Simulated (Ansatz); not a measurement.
Base system: ZnInGaO4 (space group R3m, No. 160; a = 3.356 Å, c = 26.114 Å (hexagonal axes)).

All numbers come from PBE (Ansatz, a quantum-chemistry and plane-wave program; PAW; 420 eV plane waves; without spin-orbit coupling), earlier PAW set.

One change was made to it. Results:

```json
[
 {"quantity": "valence-band top at Γ (three highest levels, from the VBM)", "base": "0.00, 0.00, -0.48 eV", "after": "0.00, 0.00, -0.49 eV"},
 {"quantity": "band gap", "base": "1.11 eV", "after": "1.14 eV"},
 {"quantity": "volume per atom", "base": "12.13 Å³", "after": "12.06 Å³"}
]
```

Q: Name the change that was made.
A. pressure 9 GPa
B. pressure 0.9 GPa
C. pressure 2.1 GPa

A: B, pressure 0.9 GPa. For comparison, the valence-band top at Γ in the other runs: pressure 2.1 GPa gives 0.00, 0.00, -0.51 eV; pressure 9 GPa gives 0.00, 0.00, -0.58 eV.

Load acts through the strain it causes; cell and atoms are relaxed under it. Whether these cells are dynamically stable was not tested. Competing high-pressure phases were not computed.
